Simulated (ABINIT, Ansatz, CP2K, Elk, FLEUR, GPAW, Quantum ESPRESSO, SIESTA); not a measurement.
**ScAl3 (Pm-3m, 4 atoms in the cell) computed with different codes at matched settings**

Self-consistent single point, at a second geometry (lattice scaled by 0.98). First geometry:

```yaml
crystal:
  lattice:
    - [3.99788, 0.00000, 0.00000]
    - [0.00000, 3.99788, 0.00000]
    - [0.00000, 0.00000, 3.99788]
  atoms:
    - { symbol: Sc, position: [0.00000, 0.00000, 0.00000] }
    - { symbol: Al, position: [0.50000, 0.00000, 0.50000] }
    - { symbol: Al, position: [0.00000, 0.50000, 0.50000] }
    - { symbol: Al, position: [0.50000, 0.50000, 0.00000] }
```

Shared settings, as Ansatz (an electronic-structure program) writes them: kpoints.mp_grid.grid = 7 7 7; scf.occupations.method = fermi_dirac; scf.occupations.width = 0.0073 Ry. Potentials and cutoffs stand in the table.

```tsv
code	model	ΔF from the first geometry (meV/atom)	pressure (GPa)	cutoff
SIESTA	GGA PBE, numerical atomic orbitals DZP, PseudoDojo PBE standard norm-conserving potentials (rewritten from UPF to PSML)	64.3	15.16	grid 300 Ry
Quantum ESPRESSO	PBE, PSlibrary ultrasoft (PBE) pseudopotentials	69.9	15.67	55 Ry
Ansatz	PBE, default PAW files	70.3	16.13	default
FLEUR	PBE, all-electron FLAPW (FLEUR), scalar-relativistic valence	70.6	–	Kmax 4.1 1/bohr
CP2K	PBE, GPW, DZVP-MOLOPT-PBE-GTH basis, GTH-PBE potentials (POTENTIAL_UZH)	69.3	15.97	grid 600 Ry
Elk	PBE, all-electron FP-LAPW, Elk's shipped species files, LAPW+lo basis	73.5	–	rgkmax 8
GPAW	PBE, GPAW PAW datasets PBE (gpaw-data 1.0.1)	70.9	16.33	850 eV
ABINIT	PBE, PAW (JTH v2.0 PBE PAW)	70.0	16.15	30 Ha
```

For Quantum ESPRESSO (by 0.4 GPa) the energy change implies a higher mean pressure, against the two pressures, than for the other programs: a sign of finite-basis (Pulay) stress.

A dash marks a value that a program does not give, or that is left out as unsure.

The spread over the programs that give each value: ΔF from the first geometry within 9.2 meV/atom; pressure within 1.17 GPa.

SIESTA and CP2K use small atom-centred bases, whose incompleteness enters pressures, forces and empty levels differently from a plane-wave cutoff. FLEUR and Elk treat all electrons, but the usual bases taken here (sphere radii, linearisation, local orbitals, empty states) were not tested for convergence, so the values are no reference for the others. Ansatz's pressure is given at a fixed set of plane waves, as the other plane-wave codes print theirs; with its correction for the finite basis it is 16.20 GPa.

The starting cell comes from a database of computed structures (which also holds hypothetical and non-ambient phases and stackings), without a prior relaxation at this level. Its lattice was rescaled by a random factor within 2.5 % of one. For this run, on top of that: lattice scaled by 0.98.

Keys are those of Ansatz 0.2.
